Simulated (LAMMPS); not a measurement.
LAMMPS 22 Jul 2025, classical MD, Stillinger-Weber (Si.sw): Si, 32768 atoms.

| Item | Value |
|---|---|
| task | MD, nve |
| potential | Stillinger-Weber, Si.sw |
| copies of the repeat unit | 16×16×16 |
| shape (slab and sphere leave vacuum in the box) | slab |
| temperature | 800 K |
| steps | 2000 |
| timestep | 1 fs |
| neighbor skin | 2 Å |
| neigh_modify | every 1 delay 0 check yes |
| thermo | 100 |
| newton | on (default) |
| atom_modify sort (bins of 2 Å where set) | 1000 (default) |
| comm_style | brick (default) |
| box | 86.9 × 86.9 × 260.7 Å, the slab in its lowest third along z, the rest vacuum |
| start | generated diamond lattice, warmed in an untimed run |
| compared values | energy and forces of the first step, drift over the run |

Hardware: AMD EPYC (Zen 5), 96 cores on 1 socket, no SMT, 12 L3 cache groups.

Wall times, medians of two to five repeats, each run alone on the node (launch to exit). Processes are pinned to neighbouring cores unless said otherwise. The times hold for this build (conda-forge: Open MPI, OPENMP and OPT packages, FFTW). Scratch files lie in a memory file system. A preparatory run goes ahead and isn't timed.

The candidates, on 64 cores each, agree within 1.0 meV/atom in energy, 10 meV/Å in forces on 48 atoms, 0.20 meV an atom in drift of the total energy:
A. 64 ranks, processors = 64 1 1, suffix = none (plain styles) (default)
B. 64 ranks, processors = * * * (default), suffix = none (plain styles) (default)
C. 64 ranks, processors = * * 1, suffix = none (plain styles) (default)
D. 8 ranks × 8 threads, processors = * * * (default), suffix = omp

**Question.** Which of these settings finishes first?

**Answer.** C (64 ranks, processors = * * 1, suffix = none (plain styles) (default)), 1.7 s. At the other end B takes 2.1× as long.

| candidate | wall time | repeats | neighbour list builds |
|---|---|---|---|
| C | 1.7 s | 3 runs within 1 % | 30 |
| A | 1.9 s | 3 runs within 1 % | 30 |
| D | 3.3 s | 3 runs within 1 % | 30 |
| B | 3.5 s | 3 runs within 1 % | 30 |

From the slowest to the fastest: The largest move is in other (Other): 1.4 s to 0.032 s. The slowest rank's pair time is 3.09 times the mean in the first run and 1.01 times in the second; the others wait. As resolved by the program: grid of ranks 2 by 4 by 8 against 8 by 8 by 1. Launch, exit and the like take 0.68 s of the 1.7 s.
